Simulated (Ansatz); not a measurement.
The starting structures come from a database of crystals and need not be the phases stable at ambient conditions.

 Where the default PAW files enter, the runs use the earlier of Ansatz's two default sets.

The decay constant κ of evanescent states in the gap governs leakage through a thin film.

Input:

```yaml
crystal:
  lattice:
    - [5.81363, 0.00000, 0.00000]
    - [0.57963, 7.99318, 0.00000]
    - [-2.61700, 3.99659, 2.75811]
  atoms:
    - { symbol: In, position: [0.71424, 0.35712, 0.00000] }
    - { symbol: In, position: [0.28576, 0.64288, 0.00000] }
    - { symbol: In, position: [0.28576, 0.14288, 0.00000] }
    - { symbol: In, position: [0.71424, 0.85712, 0.00000] }
    - { symbol: O, position: [0.79649, 0.95351, 0.59299] }
    - { symbol: O, position: [0.20350, 0.04650, 0.40701] }
    - { symbol: O, position: [0.20350, 0.54650, 0.70351] }
    - { symbol: O, position: [0.79649, 0.45350, 0.29650] }
    - { symbol: O, position: [0.50000, 0.25000, 0.70351] }
    - { symbol: O, position: [0.50000, 0.75000, 0.29650] }
```

Space group of this cell: R-3c, corundum. The cell is taken as given; by r2SCAN its mean pressure is -0.8 GPa.

Transport runs along the normal of the first two printed cell vectors, the (110) plane of the conventional cell.

The gap is the functional's own, uncorrected, and κ follows it; spin-orbit coupling is left out. Mid-gap values are interpolated between the computed energies.

Problem. Predict the band gap and the smallest decay constant κ at mid-gap from r2SCAN (Ansatz, a quantum-chemistry and plane-wave program).

Solution. Gap 1.77 eV on a 12×12×12 mesh; κ = 0.168 1/Å, at the zone centre.
